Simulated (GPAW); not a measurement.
Band structure of Cu2WSe4 (P-42m, 7 atoms in the cell).

```
Cu2WSe4
1.0
    5.62704     0.00000     0.00000
    0.00000     5.62704     0.00000
    0.00000     0.00000     5.39103
Cu W Se
2 1 4
Direct
  0.50000   0.00000   0.50000
  0.00000   0.50000   0.50000
  0.00000   0.00000   0.00000
  0.25032   0.74968   0.23806
  0.74968   0.74968   0.76194
  0.74968   0.25032   0.23806
  0.25032   0.25032   0.76194
```

Computed with PBEsol, GPAW PAW datasets PBEsol (made by gpaw-setup) (plane waves; GPAW).

Settings: mode = pw; ecut = 850 eV; xc = PBEsol; kpts = 3 3 3; mesh shift (steps) = 0 0 0; occupations.name = fermi-dirac; occupations.width = 0.1 eV; nbands = -13; convergence.density = 1e-05 e/electron; symmetry.symmorphic = false; symmetry.tolerance = 0.0005; maxiter = 120; bandpath_npoints = 40.

The starting cell comes from a database of computed structures (which also holds hypothetical and non-ambient phases and stackings), without a prior relaxation at this level. Spin-orbit coupling is off. Spin polarisation is off.

Levels in eV from the Fermi level, bands 27 to 34:
| point | 27 | 28 | 29 | 30 | 31 | 32 | 33 | 34 |
|---|---|---|---|---|---|---|---|---|
| Γ | -1.25 | -0.88 | -0.73 | -0.73 | -0.22 | 0.32 | 2.23 | 2.23 |
| X | -1.48 | -1.10 | -0.54 | -0.37 | 0.14 | 1.23 | 1.85 | 2.11 |
| M | -1.15 | -1.05 | -1.05 | -0.16 | 0.98 | 1.17 | 1.79 | 2.36 |
| Z | -1.46 | -1.08 | -0.08 | -0.08 | 0.99 | 1.04 | 1.87 | 1.87 |
| R | -1.28 | -0.99 | -0.77 | -0.07 | 0.67 | 1.21 | 1.86 | 2.24 |
| A | -1.32 | -0.15 | 0.03 | 0.03 | 1.30 | 1.64 | 2.26 | 2.26 |

Bands cross the Fermi level along this path, so the cell is metallic at this level.
